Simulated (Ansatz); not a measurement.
## fcc Cu: the defect Au_Cu

All values below come from PBE, PAW (plane waves to 420 eV; Ansatz, an electronic-structure program). Details: 32-site cell; 6×6×6 shifted k-points; start: the Cu site; no spin–orbit coupling; no Hubbard U; finite-size errors of tenths of an eV; the relaxation kept the symmetry of the starting site.

Neighbours after relaxation, in Å: of the Au atom: Cu 2.62, Cu 2.62, Cu 2.62, Cu 2.62, Cu 2.62, Cu 2.62, Cu 2.62, Cu 2.62 (the shell may go on).

Formation energies E_f are those of the neutral cell. Chemical conditions: host crystal and elements as references (Δμ(Cu) = 0.00 eV, Δμ(Au) = 0.00 eV; Au taken from its element, since no compound that bounds it was computed at this level; only phases computed here count, gases as isolated molecules at 0 K). Reference phases: Au: fcc Au, Cu: fcc Cu.

| charge | moment (μB) | point group | largest move off a lattice site (Å) | E_f, host crystal and elements as references (eV) |
|---|---|---|---|---|
| 0 | not spin-polarised | Oh | 0.06 | 0.03 |

Point groups are those of the whole cell at tolerances of 0.03 and 0.1 Å ("near" where only the looser one holds); none is given for unsettled states.

All states together cost very roughly 6 core-minutes.
